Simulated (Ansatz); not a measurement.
Fermi-surface figures of metals: compounds that share space group Fm-3m and stoichiometry, PBEsol, rigid bands in Ansatz (a first-principles code); geometry: cell and atoms relaxed with PBEsol.

```csv
Compound,volume per atom (Å³),density of states at the Fermi level per atom,Drude plasma energy,root-mean-square Fermi velocity
Ir,14.0,0.88 states/eV,10.8 eV,8.4 ×10⁵ m/s
Rh,13.5,1.24 states/eV,(withheld),6.6 ×10⁵ m/s
Cu,11.3,(withheld),9.1 eV,10.9 ×10⁵ m/s
Pt,15.0,2.0 states/eV,8.9 eV,4.8 ×10⁵ m/s
Ag,16.7,0.26 states/eV,(withheld),(withheld)
Al,16.2,0.41 states/eV,12.4 eV,15.4 ×10⁵ m/s
Au,17.0,0.28 states/eV,8.9 eV,13.5 ×10⁵ m/s
```

Fill in the missing entries.


- Rh, Drude plasma energy: 10.2 eV
- Cu, density of states at the Fermi level per atom: 0.30 states/eV
- Ag, Drude plasma energy: 9.2 eV
- Ag, root-mean-square Fermi velocity: 14.3 ×10⁵ m/s

Metals at this level; values at 300 K, both spins, means over directions. As a rough test of the mesh, the Fermi surface's area from every second k point differs by up to 8 %. Spin-orbit coupling is left out.

The missing spin-orbit coupling matters most for Au (Fm-3m), Ir (Fm-3m), Pt (Fm-3m).
